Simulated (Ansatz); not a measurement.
For W2C (model structure, started from the Fe2P type, P-62m, No. 189, 9 atoms in the cell), PBEsol (PAW; Ansatz, a quantum-chemistry and plane-wave program) gives:

- equilibrium lattice constant a = 6.399 Å
- c axis length = 3.006 Å

What does PBE-D3(BJ) (plane waves, PAW; Ansatz) give for the same quantities?


- lattice constant a: 6.412 Å (grows by 0.2 %)
- lattice parameter c: 3.009 Å (increases by 0.1 %)

Changes are worked out from the printed values.

Unless a cell is named, each level is at its own relaxed cell (PBEsol 11.84, PBE-D3(BJ) 11.90 Å³/atom).

Levels without +SOC leave out spin–orbit coupling, which shifts energies and cells of such heavy elements.

Ansatz's density-functional and Hartree–Fock values are scalar-relativistic unless marked +SOC, with PAW data made under PBE.

A model structure was made by putting elements into a prototype or built by hand; it is no filed structure, need not be a known phase, and can be a saddle point held by its symmetry.
